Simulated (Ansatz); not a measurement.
**Effect of pressure 9 GPa on HfO2**

Consider HfO$_{2}$ in the fluorite structure (space group Fm-3m, No. 225; a = 5.0010 Å).

Now apply this change: a hydrostatic pressure of 9 GPa.

The values are results of Ansatz (an electronic-structure program) LDA, spin-orbit coupling left out, not measurements. k-mesh 11×11×11 (Γ-centred); smearing 0.05 eV (Fermi–Dirac).

Volume per atom: 10.12 Å³ (base 10.42 Å³)
Lattice parameter a: 4.951 Å (base 5.001 Å)
Shortest interatomic distance: 2.144 Å (base 2.166 Å)
Band gap: 3.73 eV (base 3.66 eV)
Gap character: direct at X (base direct at X)
Mean gap deformation potential ΔEg/Δln V: -2.3 eV
Width of the top valence band: 1.93 eV (base 1.90 eV)
Electron mass: 1.1 mₑ along k, 0.67 mₑ across (at X) (base 1.1 mₑ along k, 0.68 mₑ across (at X))
Hole mass: 0.28 mₑ along k, 2.9 mₑ across (at X) (base 0.28 mₑ along k, 3.0 mₑ across (at X))

Final structure:

```
CELL_PARAMETERS angstrom
      0.00000     2.47569     2.47569
      2.47569     0.00000     2.47569
      2.47569     2.47569     0.00000
ATOMIC_POSITIONS crystal
  Hf 0.00000 0.00000 0.00000
  O  0.25000 0.25000 0.25000
  O  0.75000 0.75000 0.75000
```

With Hf present, leaving out spin-orbit coupling can change the band edges. Load acts through the strain it causes; cell and atoms are relaxed under it. Masses are band curvatures over ±0.01 Å⁻¹ around the edge. Along k means along the line from Γ to the band edge. Whether these cells are dynamically stable was not tested. Competing high-pressure phases were not computed. This is not the structure that HfO2 has at room temperature and ambient pressure.
